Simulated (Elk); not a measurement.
**A self-consistent single point of Ti (P6_3/mmc, 4 atoms in the cell) with Elk**

Computed with PBE, all-electron FP-LAPW, Elk's shipped species files, APW+lo basis with extra local orbitals (Elk).

This input was run:

```
tasks
  0

xctype
  20

rgkmax
  8.0

gmaxvr
  14.0

nxlo
  2

lorbcnd
  .true.

lmaxi
  2

stype
  0

swidth
  0.00734986

scale
  1.889726125

avec
    2.9219865164   -0.0000001198    0.0000000000
   -1.4609931544    2.5305146127    0.0000000000
    0.0000000000    0.0000000000    9.4015100000

sppath
  './'

atoms
  1   : nspecies
  'Ti.in'   : spfname
  4   : natoms; atposl, bfcmt below
  0.0000000000  0.0000000000  0.0000000000    0.0 0.0 0.0
  0.0000000000  0.0000000000  0.5000000000    0.0 0.0 0.0
  0.3333333333  0.6666666667  0.2500000000    0.0 0.0 0.0
  0.6666666667  0.3333333333  0.7500000000    0.0 0.0 0.0

ngridk
  9 9 3
```

Log, with long lists cut:

```
│ Elk code version 10.2.4 │

All units are atomic (Hartree, Bohr, etc.)

│ Ground-state run starting from atomic densities │

Lattice vectors :
   5.521754257     -0.2263891898E-06   0.000000000
  -2.760876932       4.781979573       0.000000000
   0.000000000       0.000000000       17.76627906

Unit cell volume      :    469.1170963
Brillouin zone volume :   0.5287596964

Muffin-tin inner radius fraction :   0.1000000000E-01

Nuclei treated as point charges

Species :    1 (Ti)
 parameters loaded from : Ti.in
 name : titanium
 nuclear charge    :   -22.00000000
 electronic charge :    22.00000000
 atomic mass :    87256.20310
 muffin-tin radius :    2.400000000
 number of radial points in muffin-tin :    497
 atomic positions (lattice), magnetic fields (Cartesian) :
   1 :   0.00000000  0.00000000  0.00000000    0.00000000  0.00000000  0.00000000
   2 :   0.00000000  0.00000000  0.50000000    0.00000000  0.00000000  0.00000000
   3 :   0.33333333 -0.33333333  0.25000000    0.00000000  0.00000000  0.00000000
   4 :  -0.33333333  0.33333333 -0.25000000    0.00000000  0.00000000  0.00000000

Total number of atoms per unit cell :    4

Spin treatment :
 spin-unpolarised

Number of Bravais lattice symmetries :   24
Number of crystal symmetries         :   24
Crystal has inversion symmetry
Real symmetric eigensolver will be used

k-point grid :      9     9     3
k-point offset :    0.000000000       0.000000000       0.000000000
k-point set is reduced with full crystal symmetry group
Total number of k-points :       24

Muffin-tin radius times maximum |G+k| :    8.000000000
 using average radius
Maximum |G+k| for APW functions       :    3.333333333
Maximum (1/2)|G+k|²                   :    5.555555556
Maximum |G| for potential and density :    14.00000000
 potential will be trimmed for |G| > 2 gkmax
Constant for pseudocharge density :    8
Radial integration step length :    4

G-vector grid sizes :     25    25    80
Number of G-vectors :    21787

Maximum angular momentum used for
 APW functions                      :    8
 outer part of muffin-tin           :    6
 inner part of muffin-tin           :    2

Total nuclear charge    :   -88.00000000
Total core charge       :    40.00000000
Total valence charge    :    48.00000000
Total excess charge     :    0.000000000
Total electronic charge :    88.00000000

Effective Wigner radius, rₛ :    1.083685659

Number of empty states         :   16
Total number of valence states :   40
Total number of core states    :   40

Conduction state local-orbitals added automatically
Total number of local-orbitals :  312

Exchange-correlation functional :     20     0     0
 Perdew-Burke-Ernzerhof, Phys. Rev. Lett. 77, 3865 (1996)
 gradient requirement :    1
 generalised gradient approximation (GGA)

Smearing type :    0
 Gaussian
Smearing width :   0.7349860000E-02
Effective electronic temperature (K) :    2320.902224

Mixing type :    3
 Broyden mixing, J. Phys. A: Math. Gen. 17, L317 (1984)

Kohn-Sham potential initialised from atomic data

│ Self-consistent loop started │
│ Loop number : 1 │
 total energy                :     -3411.67785034
│ Loop number : 2 │
 total energy                :     -3411.88222762
RMS change in Kohn-Sham potential (target) :   0.3027296978     (  0.1000000000E-05)
Absolute change in total energy (target)   :   0.2043772766     (  0.1000000000E-03)
│ Loop number : 3 │
 total energy                :     -3412.03155473
RMS change in Kohn-Sham potential (target) :   0.2952392893     (  0.1000000000E-05)
Absolute change in total energy (target)   :   0.2004214306     (  0.1000000000E-03)
│ Loop number : 4 │
 total energy                :     -3412.14941920
RMS change in Kohn-Sham potential (target) :   0.2850381006     (  0.1000000000E-05)
Absolute change in total energy (target)   :   0.1679698283     (  0.1000000000E-03)
│ Loop number : 5 │
 total energy                :     -3412.75966153
RMS change in Kohn-Sham potential (target) :   0.2307121546     (  0.1000000000E-05)
Absolute change in total energy (target)   :   0.6522347872     (  0.1000000000E-03)
│ Loop number : 6 │
 total energy                :     -3414.29529619
RMS change in Kohn-Sham potential (target) :   0.1072331853     (  0.1000000000E-05)
Absolute change in total energy (target)   :    1.698693353     (  0.1000000000E-03)
│ Loop number : 7 │
 total energy                :     -3415.63361360
RMS change in Kohn-Sham potential (target) :   0.2578994025E-02 (  0.1000000000E-05)
Absolute change in total energy (target)   :    1.762990751     (  0.1000000000E-03)
│ Loop number : 8 │
 total energy                :     -3415.41112639
RMS change in Kohn-Sham potential (target) :   0.1441613606E-02 (  0.1000000000E-05)
Absolute change in total energy (target)   :   0.2182604717     (  0.1000000000E-03)
│ Loop number : 9 │
 total energy                :     -3415.42665396
RMS change in Kohn-Sham potential (target) :   0.8396774980E-03 (  0.1000000000E-05)
Absolute change in total energy (target)   :   0.7009269192E-01 (  0.1000000000E-03)
│ Loop number : 10 │
 total energy                :     -3415.44812674
RMS change in Kohn-Sham potential (target) :   0.5085771419E-03 (  0.1000000000E-05)
Absolute change in total energy (target)   :   0.3899595394E-01 (  0.1000000000E-03)
│ Loop number : 11 │
 total energy                :     -3415.45102403
RMS change in Kohn-Sham potential (target) :   0.1524864950E-03 (  0.1000000000E-05)
Absolute change in total energy (target)   :   0.1264627555E-01 (  0.1000000000E-03)
│ Loop number : 12 │
 total energy                :     -3415.45077717
RMS change in Kohn-Sham potential (target) :   0.1779665300E-04 (  0.1000000000E-05)
Absolute change in total energy (target)   :   0.2914706490E-02 (  0.1000000000E-03)
│ Loop number : 13 │
 total energy                :     -3415.45039426
RMS change in Kohn-Sham potential (target) :   0.8317750479E-05 (  0.1000000000E-05)
Absolute change in total energy (target)   :   0.3457708822E-03 (  0.1000000000E-03)
│ Loop number : 14 │
 total energy                :     -3415.44994603
RMS change in Kohn-Sham potential (target) :   0.2170928277E-05 (  0.1000000000E-05)
Absolute change in total energy (target)   :   0.3617819989E-03 (  0.1000000000E-03)
│ Loop number : 15 │
 total energy                :     -3415.44981468
RMS change in Kohn-Sham potential (target) :   0.8260257976E-06 (  0.1000000000E-05)
Absolute change in total energy (target)   :   0.2217954307E-03 (  0.1000000000E-03)
│ Loop number : 16 │
 total energy                :     -3415.44979292
RMS change in Kohn-Sham potential (target) :   0.3156851408E-06 (  0.1000000000E-05)
Absolute change in total energy (target)   :   0.7721652628E-04 (  0.1000000000E-03)
Convergence targets achieved

│ Loop number : 17 │

Energies :
 Fermi                       :     0.293903290793
 sum of eigenvalues          :     -1993.02916491
 electron kinetic            :      3447.44610727
 core electron kinetic       :      3172.90221429
 Coulomb                     :     -6693.99509387
 Coulomb potential           :     -5221.78009572
 nuclear-nuclear             :     -462.527891300
 electron-nuclear            :     -7241.15430942
 Hartree                     :      1009.68710685
 Madelung                    :     -4083.10504601
 xc potential                :     -218.695176457
 exchange                    :     -165.114532032
 correlation                 :     -3.78626894316
 total energy                :     -3415.44978758

Density of states at Fermi energy :    178.5368911
 (states/Hartree/unit cell)

Estimated indirect band gap :   0.5158600669E-03
 from k-point      2 to k-point     12
Estimated direct band gap   :   0.2833879960E-02
 at k-point     24

Charges :
 core                        :    40.00000000
 valence                     :    48.00000000
 interstitial                :    6.581537618
 muffin-tins (core leakage)
  species :    1 (Ti)
   atom    1                 :    20.35297656     (  0.5635367728E-09)
   atom    2                 :    20.35297656     (  0.5635367728E-09)
   atom    3                 :    20.35625463     (  0.5755662613E-09)
   atom    4                 :    20.35625463     (  0.5755662613E-09)
 total in muffin-tins        :    81.41846238
 total calculated charge     :    88.01765020
 total charge                :    88.00000000
 error                       :   0.1765020109E-01

│ Self-consistent loop stopped │
```

The run converged in 17 iterations. The count includes the last loop, which Elk runs after its targets are met.

The starting cell was generated: these elements placed on a structure prototype, without a prior relaxation; it need not be a known phase or ordering of this composition. Its lattice was rescaled by a random factor within 2.5 % of one. Spin polarisation is off. Values depend on the basis (sphere radii, cutoffs, local orbitals), which need not be converged. The log's line on a gap gives a spacing of levels on this mesh, which the program prints for metals too.

Cost on one core of a shared machine: roughly 70 s.
